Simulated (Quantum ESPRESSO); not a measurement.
Worked example: self-consistent single point of Cr (Im-3m, 1 atom in the cell) in Quantum ESPRESSO.

Method: PBEsol, SSSP 1.1.2 efficiency (PBE) pseudopotentials (plane waves; Quantum ESPRESSO 7.5).

```xyz
1
Lattice="1.4184 1.4184 1.4184 -1.4184 1.4184 1.4184 -1.4184 -1.4184 1.4184" Properties=species:S:1:pos:R:3 pbc="T T T"
Cr     0.0000     0.0000     0.0000
```
Moments meant for the start (each program seeds them in its own way; μB, in the order of the atoms Cr): 3.0.

Reference input (self-consistent single point, DFT, PBE, plane waves, SSSP 1.1.2 efficiency (PBE) pseudopotentials): ecutwfc = 50 Ry; ecutrho = 400 Ry; occupations = smearing; smearing = fermi-dirac; degauss = 0.0073499 Ry; nspin = 2; potentials = {Cr: cr_pbe_v1.5.uspp.F.UPF}; K_POINTS = automatic 13 13 13 0 0 0; conv_thr = 1e-10 Ry; mixing_beta = 0.2. This run's input differs from it in these lines:

```diff
@@ -20,2 +20,3 @@
    starting_magnetization(1) = 0.214
+   input_dft = 'pbesol'
 /
```

Output (repeated stretches shortened):

```
     Self-consistent Calculation

     iteration #  1     ecut=    50.00 Ry     beta= 0.20

     negative rho (up, down):  6.136E-04 4.809E-04

     total energy              =    -175.24958508 Ry
     estimated scf accuracy    <       2.21123629 Ry

     total magnetization       =     0.50 Bohr mag/cell
     absolute magnetization    =     0.51 Bohr mag/cell

     iteration #  2     ecut=    50.00 Ry     beta= 0.20

     negative rho (up, down):  5.968E-04 6.204E-04

     total energy              =    -175.05679359 Ry
     estimated scf accuracy    <       0.66374108 Ry

     total magnetization       =     0.55 Bohr mag/cell
   [... lines left out ...]

   [... 11 blocks of this kind left out ...]

     iteration # 15     ecut=    50.00 Ry     beta= 0.20

     negative rho (up, down):  4.874E-04 4.875E-04

     total energy              =    -175.26994129 Ry
     estimated scf accuracy    <          4.1E-10 Ry

     total magnetization       =     0.00 Bohr mag/cell
     absolute magnetization    =     0.00 Bohr mag/cell

     iteration # 16     ecut=    50.00 Ry     beta= 0.20

     negative rho (up, down):  4.875E-04 4.875E-04

     Magnetic moment per site  (integrated on atomic sphere of radius R)
     atom   1 (R=0.357)  charge= 12.2031  magn=  0.0000
     End of self-consistent calculation

     Number of k-points >= 100: set verbosity='high' to print the bands.

     the Fermi energy is    19.6535 ev

!    total energy              =    -175.26994130 Ry
     estimated scf accuracy    <          3.5E-11 Ry
     smearing contrib. (-TS)   =      -0.00142189 Ry
     internal energy E=F+TS    =    -175.26851942 Ry

     total magnetization       =     0.00 Bohr mag/cell
     absolute magnetization    =     0.00 Bohr mag/cell

     convergence has been achieved in  16 iterations

     negative rho (up, down):  4.875E-04 4.875E-04

     Forces acting on atoms (cartesian axes, Ry/au):

     atom    1 type  1   force =     0.00000000    0.00000000    0.00000000

     Total force =     0.000000     Total SCF correction =     0.000000

     negative rho (up, down):  4.875E-04 4.875E-04
          total   stress  (Ry/bohr**3)                   (kbar)     P=      -64.02
  -0.00043521   0.00000000  -0.00000000          -64.02        0.00       -0.00
   0.00000000  -0.00043521   0.00000000            0.00      -64.02        0.00
  -0.00000000   0.00000000  -0.00043521           -0.00        0.00      -64.02

   JOB DONE.
```

The run converged in 16 iterations. Against the reference run the pressure goes from 3.07 to -6.40 GPa.

The starting cell was generated: these elements placed on a structure prototype, without a prior relaxation; it need not be a known phase or ordering of this composition. Its lattice was rescaled by a random factor within 2.5 % of one. The starting moments vanished: the run ended non-magnetic, which need not be the lowest state. With a pressure of about -6 GPa the cell is away from its equilibrium volume at this level.

Cost on one core of a shared machine: roughly 30 s.
